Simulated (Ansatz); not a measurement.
## TiC with two functionals, pressure 22.5 GPa

The reference is TiC in the rock salt structure (space group Fm-3m, No. 225; a = 4.333 Å).

(Cell as relaxed with PBE.)

Levels (all Ansatz, a first-principles code, PAW, earlier PAW set): PBE (420 eV, spin-orbit coupling left out); r2SCAN (500 eV, spin-orbit coupling left out).

Each level relaxes its own structure.

| base | PBE | r2SCAN |
|---|---|---|
| volume per atom | 10.17 Å³ | 10.14 Å³ |
| lattice parameter a | 4.333 Å | 4.329 Å |
| band gap | zero | zero |

It is then changed as follows: a hydrostatic pressure of 22.5 GPa.

| quantity | PBE | r2SCAN |
|---|---|---|
| lattice parameter a | 4.223 Å | … |
| band gap | zero | … |

Task: Predict the r2SCAN column.

Result: 
- lattice parameter a, r2SCAN: 4.223 Å
- band gap, r2SCAN: zero

The two agree on the lattice parameter a and band gap. Neither level is exact; r2SCAN is the comparison here, not a measurement.

Load acts through the strain it causes; cell and atoms are relaxed under it. No phonon test of stability was made. Competing high-pressure phases were not computed. All final runs are without spin polarisation.
